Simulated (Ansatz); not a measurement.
The starting structures come from a database of crystals and need not be the phases stable at ambient conditions.

Inside the gap of an insulator the Bloch states are evanescent, with a wavenumber k + iκ along the transport direction.

Here is the system:

```
BaPb2F5I
1.0
    6.06568     0.00000     0.00000
    0.00000     9.97655     0.00000
    0.00000     0.00000     6.06568
Ba Pb I F
2 4 2 10
Direct
  0.50000   0.00000   0.50000
  0.00000   0.00000   0.00000
  0.00000   0.30955   0.50000
  0.50000   0.69045   0.00000
  0.50000   0.26659   0.00000
  0.00000   0.73341   0.50000
  0.50000   0.50000   0.50000
  0.00000   0.50000   0.00000
  0.00000   0.96516   0.50000
  0.50000   0.03484   0.00000
  0.73570   0.81976   0.76430
  0.73570   0.81976   0.23570
  0.26430   0.81976   0.23570
  0.26430   0.81976   0.76430
  0.76430   0.18024   0.26430
  0.76430   0.18024   0.73570
  0.23570   0.18024   0.73570
  0.23570   0.18024   0.26430
```

Space group of this cell: P4/nmm. The cell was relaxed by PBE-D3(BJ); by r2SCAN its mean pressure is -0.8 GPa.

Transport runs along the normal of the first two printed cell vectors, the (100) plane of the conventional cell.

The gap is the functional's own. No spin-orbit coupling. Mid-gap values are interpolated on the energy grid.

Question: Predict the band gap and the smallest decay constant κ at mid-gap from r2SCAN (Ansatz, a first-principles code).

Answer: Gap 3.45 eV on a 6×4×6 mesh; κ = 0.302 1/Å, at (0.500, 0.000) of the in-plane reciprocal vectors. At the zone centre, at the nearest computed energy, the slowest state has κ = 0.31 1/Å.
